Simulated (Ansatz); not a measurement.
Take CdS in the wurtzite structure (space group P6_3mc, No. 186) as the base.

```
CELL_PARAMETERS angstrom
      4.07411     0.00000     0.00000
     -2.03706     3.52828     0.00000
      0.00000     0.00000     6.63675
ATOMIC_POSITIONS crystal
  Cd 0.33333 0.66667 0.00038
  Cd 0.66667 0.33333 0.50038
  S  0.33333 0.66667 0.37662
  S  0.66667 0.33333 0.87662
```

Method: Ansatz (a program for electronic structure), LDA, PAW, cutoff 420 eV, no SOC.

Base values:

The valence-band top at Γ is 0.00, 0.00, -0.06 eV. The volume per atom is 23.85 Å³.

Perturbation: a negative pressure, −2 GPa.

Question: Predict the new valence-band top at Γ.

Answer: The valence-band top at Γ (three highest levels, from the VBM) goes from 0.00, 0.00, -0.06 eV to 0.00, 0.00, -0.05 eV.

Question: How does this affect the mean gap deformation potential ΔEg/Δln V?

Answer: The mean gap deformation potential ΔEg/Δln V is -2.3 eV.

Question: What happens to the volume per atom?

Answer: The volume per atom rises by 0.77 Å³ to 24.62 Å³.

Load acts through the strain it causes; cell and atoms are relaxed under it. Stability against distortions was not tested.
